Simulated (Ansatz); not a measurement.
# BN, response to strain

The reference is BN in the zinc blende structure (space group F-43m, No. 216; a = 3.6097 Å). Axes: x, y, z lie along the cube axes.

Strains are applied to the cell and any free atomic positions relax; under biaxial strain the out-of-plane vector relaxes too.

Level of theory: DFT with r2SCAN, PAW potentials and a 500 eV plane-wave cutoff in Ansatz (an electronic-structure program), no spin-orbit coupling.

Notes on the quantities. energy relative to the base: free energy F.

| biaxial strain, plane normal [111], relaxed out of plane (%) | energy relative to the base (meV/atom) |
|---|---|
| -2.5 | 26.5 |
| -2.08 | 18.1 |
| -1.67 | 11.6 |
| -1.25 | 6.4 |
| -0.83 | ? |
| -0.42 | 0.7 |
| 0 | 0.0 |

### Question
Fit ΔE = Aε² + Bε³ (ε in %) to the rows shown and predict the withheld row.

### Answer
Least squares on the printed values gives A = 3.96 and B = -0.11 meV/atom (largest residual 0.0 meV/atom); this predicts 2.8 meV/atom, and the run gives 2.8 meV/atom, in agreement.

Whether these cells are dynamically stable was not tested.
